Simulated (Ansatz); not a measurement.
The structure below was relaxed with PBEsol (Ansatz, a quantum-chemistry and plane-wave program), scalar-relativistic without spin-orbit coupling, at pressure 30 GPa.

```
SiSe2
1.0
   -2.54504     3.58042     2.65136
    2.54504    -3.58042     2.65136
    2.54504     3.58042    -2.65136
Se Si
4 2
Cartesian
  1.07789   2.51192   2.65136
  1.46715  -1.06850   2.65136
  1.07789   4.64892   0.00000
  1.46715   1.06850   0.00000
  0.00000   0.00000   3.97704
  0.00000   0.00000   1.32568
```

Find the space group and the Wyckoff positions.

Space group Ibam (No. 72); a = 5.090 Å, b = 7.161 Å, c = 5.303 Å, α = β = γ = 90.00°

```tsv
atom	site	symmetry	x	y	z
Se	8j	..m	0.2882	0.1492	0.0000
Si	4a	222	0.0000	0.0000	0.2500
```

Describe the coordination.

The crystal has 12 atoms in its conventional cell. Conventional cell: a = 5.0901 Å, b = 7.1608 Å, c = 5.3027 Å, α = β = γ = 90.00°. Se is surrounded by 2 Si at 2.248 Å (bent). Si is coordinated by 4 Se at 2.248 Å (tetrahedral). (Neighbours: up to the widest gap in distance over summed covalent radii, below 1.35, at either atom.)

A case with no gap was solved on a k-mesh chosen for an insulator, which is coarse for it. Load acts through the strain it causes; cell and atoms are relaxed under it. No phonon test of stability was made. No other phases were tried under pressure. The final runs are not spin-polarised. The cell was made from SiSe2 (space group Ibam, No. 72; made of chains) by this change: pressure 30 GPa. No dispersion term is included in the PBEsol runs.
